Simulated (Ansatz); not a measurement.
Cost and result by functional for the surface energy of the (20-23) surface of hcp Lu in its 1x1 cell, outermost plane spacing 0.19 Å in the ideal cut, in Ansatz (plane waves, PAW). Single points on the PBE structure, on one kind of machine; costs are rough ratios of the slab run's core time (references not counted) to the cheapest single point. r2SCAN's cost holds its higher cutoff (500 against 420 eV). Differences are taken against r2SCAN for comparison alone: no measured value is at hand, so the table doesn't rank accuracy.

Slab: 20 atoms, 10.7 Å thick at the start; k 11x3x1, smearing 0.1 eV, dipole-corrected; all atoms relaxed; held to the part of the start's symmetry that mesh and held atoms allow; no spin, no spin-orbit, no U. These notes are the PBE run's.

```tsv
functional	relative cost	surface energy (J/m²)	less r2SCAN (J/m²)
LDA	1	1.31	0.08
RPBE	1	1.02	-0.20
PBEsol	1	1.25	0.02
r2SCAN	2	1.23	0.00
PBE (the relaxed run's value)	–	1.13	-0.10
```

The values span 0.28 J/m², while the single points' costs differ by a factor of roughly 2. Differences are of unrounded values.

Ansatz is a quantum-chemistry and plane-wave program.
